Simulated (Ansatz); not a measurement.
# Response to strain in BeS

The parent structure is BeS in the zinc blende structure (space group F-43m, No. 216; a = 4.7964 Å). Axes: x, y, z lie along the cube axes.

Strains are applied to the cell and any free atomic positions relax.

Level of theory: DFT with LDA, PAW potentials and a 420 eV plane-wave cutoff in Ansatz (a first-principles code), without spin-orbit coupling.

Notes on the quantities. energy relative to the base: free energy F.

```tsv
variant	electron mass	energy relative to the base	band gap
base	0.80 mₑ along k, 0.28 mₑ across (at X)	0 meV/atom	2.82 eV
uniaxial strain ε_zz = −2.50 %	0.75 mₑ along k, 0.28 mₑ across (at X)	+4.6 meV/atom	2.54 eV
uniaxial strain ε_zz = −1.50 %	0.77 mₑ along k, 0.28 mₑ across (at X)	+1.6 meV/atom	2.65 eV
uniaxial strain ε_zz = −1.00 %	0.78 mₑ along k, 0.28 mₑ across (at X)	+0.7 meV/atom	2.71 eV
uniaxial strain ε_zz = −0.50 %	0.79 mₑ along k, 0.28 mₑ across (at X)	+0.2 meV/atom	2.77 eV
uniaxial strain ε_zz = +0.50 %	0.80 mₑ along k, 0.28 mₑ across (at X)	+0.2 meV/atom	2.81 eV
uniaxial strain ε_zz = +1.50 %	0.79 mₑ along k, 0.28 mₑ across (at X)	+1.6 meV/atom	2.79 eV
uniaxial strain ε_zz = +2.00 %	0.79 mₑ along k, 0.28 mₑ across (at X)	…	…
uniaxial strain ε_zz = +2.50 %	0.78 mₑ along k, 0.28 mₑ across (at X)	+4.5 meV/atom	2.77 eV
uniaxial strain ε_zz = +3.00 %	0.79 mₑ along k, 0.29 mₑ across (at X)	+6.4 meV/atom	2.76 eV
```

Question: What belongs in the blanks?

Answer: 
- uniaxial strain ε_zz = +2.00 %, energy relative to the base: +2.9 meV/atom
- uniaxial strain ε_zz = +2.00 %, band gap: 2.78 eV

Effective masses come from finite differences of ±0.01 Å⁻¹. Along k means along the line from Γ to the band edge. Whether these cells are dynamically stable was not tested.
